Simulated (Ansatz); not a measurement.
This Ansatz (a first-principles code) input is the reference run, Mg2Ge in the anti-fluorite structure (space group Fm-3m, No. 225), computed with LDA in Ansatz (plane waves to 420 eV, PAW, without spin-orbit coupling):

Ansatz 0.2 input:
```yaml
crystal:
  lattice:
    - [0, 3.1432457241, 3.1432457241]
    - [3.1432457241, 0, 3.1432457241]
    - [3.1432457241, 3.1432457241, 0]
  atoms:
    - { symbol: Mg, position: [0.25, 0.25, 0.25] }
    - { symbol: Mg, position: [0.75, 0.75, 0.75] }
    - { symbol: Ge, position: [0, 0, 0] }
basis: { ecutwfc: 420, ecutrho_ratio: 4, xc_grid: 2, fft_grid_basis: typed }
kpoints: { mp_grid: { grid: [13, 13, 13] } }
hamiltonian:
  xc: lda
  dispersion: none
  pseudopotentials: { kind: paw }
scf: { occupations: { method: fermi_dirac, width: 0.05 }, convergence: { dr2_threshold: 0.0000000003 } }
output: { forces: true, stress: true }
checkpoint: { write: state.ck, write_every: 1000 }
```

Q: Write the input for this change: compressive biaxial strain of 2.50 % in the plane normal to [111], as in epitaxy on a mismatched substrate; the out-of-plane cell vector and the atoms relax.

A: 
Ansatz 0.2 input:
```yaml
crystal:
  lattice:
    - [4.3340902146, 0, 0]
    - [2.1670451073, 3.7534322281, 0]
    - [2.1670451073, -1.251144076, 3.674876374]
  atoms:
    - { symbol: Mg, position: [0.5, 0.25, 0.75] }
    - { symbol: Mg, position: [0.5, 0.75, 0.25] }
    - { symbol: Ge, position: [0, 0, 0] }
basis: { ecutwfc: 420, ecutrho_ratio: 4, xc_grid: 2, fft_grid_basis: typed }
kpoints: { mp_grid: { grid: [13, 13, 13] } }
hamiltonian:
  xc: lda
  dispersion: none
  pseudopotentials: { kind: paw }
scf: { occupations: { method: fermi_dirac, width: 0.05 } }
relax: { f_tol: 0.005, max_steps: 50, cell: { stress_tol: 0.01, fix: [a, b, gamma] } }
output: { forces: true, stress: true }
checkpoint: { write: state.ck, write_every: 1000 }
```
This is the input that was run; other choices of cell and start would serve too.

Stability against distortions was not tested. The final runs are not spin-polarised.
